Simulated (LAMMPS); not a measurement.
Quenches at 1e+14 K/s across the composition of Al (fcc) with a share x of Al sites Co; each row starts from its own melt temperature.

Model: classical MD, pair style eam/alloy, file CoAl.eam.alloy, run in LAMMPS.

```csv
x,density,state
0.25,3.84 g/cm³ (one sample),glass
0.5,5.56 g/cm³ (one sample),glass
0.75,7.27 g/cm³ (one sample),glass
0.9,8.07 g/cm³ (one sample),partly crystallised
```

Caution (row 0.9): the cell keeps the atom count and shape of the starting crystal, which eases freezing.
